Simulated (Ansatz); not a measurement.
Take Mg$_{2}$Ge in the anti-fluorite structure (space group Fm-3m, No. 225; a = 6.286 Å) as the base. Axes: x, y, z lie along the cube axes.

Calculations: plane-wave PAW DFT at the LDA level (Ansatz, an electronic-structure program, 420 eV), scalar-relativistic without spin-orbit coupling.

Strains are applied to the cell and any free atomic positions relax; under biaxial strain the out-of-plane vector relaxes too.

One change was made to it. Results:

```tsv
quantity	base	after
band gap	0.10 eV	zero
energy relative to the base (free energy F)	0 meV/atom	+11 meV/atom
volume per atom	20.70 Å³	19.90 Å³
```

Q: Which change produced these results?
A. biaxial strain +0.42 %, plane normal [111], relaxed out of plane
B. biaxial strain −1.67 %, plane normal [111], relaxed out of plane
C. biaxial strain −2.50 %, plane normal [111], relaxed out of plane
D. biaxial strain +1.25 %, plane normal [111], relaxed out of plane

A: C, biaxial strain −2.50 %, plane normal [111], relaxed out of plane. For comparison, the energy relative to the base in the other runs: biaxial strain +1.25 %, plane normal [111], relaxed out of plane gives +2.6 meV/atom; biaxial strain +0.42 %, plane normal [111], relaxed out of plane gives +0.3 meV/atom; biaxial strain −1.67 %, plane normal [111], relaxed out of plane gives +5.0 meV/atom.

No phonon test of stability was made. All final runs are without spin polarisation. Gaps under 0.05 eV, about the width of the smearing, are given as zero. A zero or small gap of Mg2Ge can be the functional's error rather than a property of the material.
